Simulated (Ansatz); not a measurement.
Consider Cu3N (space group Pm-3m, No. 221; a = 3.765 Å). Axes: x, y, z lie along the cube axes.

Method: plane-wave PAW DFT at the PBEsol level (Ansatz, a quantum-chemistry and plane-wave program, 420 eV), scalar-relativistic without spin-orbit coupling, earlier PAW set.

Strains are applied to the cell and any free atomic positions relax; under biaxial strain the out-of-plane vector relaxes too; under stress the whole cell relaxes.

One change was made to it. Results:

| quantity | base | after |
|---|---|---|
| volume per atom | 13.34 Å³ | 13.30 Å³ |
| energy relative to the base (free energy F) | 0 meV/atom | +0.3 meV/atom |

Question: Name the change that was made.
A) biaxial strain −0.62 %, plane normal [111], relaxed out of plane
B) isotropic strain −2.54 %
C) biaxial strain −1.22 %, plane normal [110], relaxed out of plane
D) uniaxial stress, 8 GPa compression along z
E) biaxial strain +3.71 %, plane normal [111], relaxed out of plane

Answer: A, biaxial strain −0.62 %, plane normal [111], relaxed out of plane. For comparison, the energy relative to the base in the other runs: isotropic strain −2.54 % gives +35 meV/atom; uniaxial stress, 8 GPa compression along z gives +8.7 meV/atom; biaxial strain +3.71 %, plane normal [111], relaxed out of plane gives +10 meV/atom; biaxial strain −1.22 %, plane normal [110], relaxed out of plane gives +2.3 meV/atom.

Beyond what the load breaks, stability against distortions was not tested. The final runs are not spin-polarised.
